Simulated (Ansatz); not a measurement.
Given:

```xyz
2
Lattice="0.0000 2.7315 2.7315 2.7315 0.0000 2.7315 2.7315 2.7315 0.0000" Properties=species:S:1:pos:R:3 pbc="T T T"
Si     2.7315     2.7315     2.7315
Si     4.0973     4.0973     4.0973
```

No spin polarisation.

Method: r2SCAN, PAW, 500 eV (Ansatz, an electronic-structure program; scalar-relativistic without spin-orbit coupling), earlier PAW set. k-mesh 10×10×10 (Γ-centred); smearing 0.05 eV (Fermi–Dirac).

**Question.** What gap character does the calculation give?

**Answer.** Indirect, Γ → Γ–X (87 % along).

**Question.** Estimate the hole mass (degenerate bands, along [100]).

**Answer.** 0.17, 0.25, 0.25 mₑ (at Γ).

Load acts through the strain it causes; cell and atoms are relaxed under it. Masses are band curvatures over ±0.01 Å⁻¹ around the edge. Stability against distortions was not tested. The cell was made from Si in the diamond structure (space group Fd-3m, No. 227) by this change: pressure −1 GPa.
